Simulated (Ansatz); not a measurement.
Base system: Mg in the hcp (Mg type) structure (space group P6_3/mmc, No. 194; a = 3.195 Å, c = 5.197 Å; relaxed with 0.1 eV smearing).

Level of theory: PBE (Ansatz, an electronic-structure program, PAW, no spin-orbit coupling).

Base values:

The pressure is 0.0 GPa and the band gap comes out as zero.

Modification: the cell is scaled by 0.9750 in all directions, atoms relaxed at fixed cell.

Task: What happens to the pressure?

Result: The pressure (mean of the normal stresses, compression positive) goes from zero to 3.2 GPa.

Task: Predict the new band gap.

Result: The band gap is still zero.

Task: Predict the new energy relative to the base.

Result: The energy goes up by 16 meV/atom.

The cells carry an imposed strain or load. Whether these cells are dynamically stable was not tested.
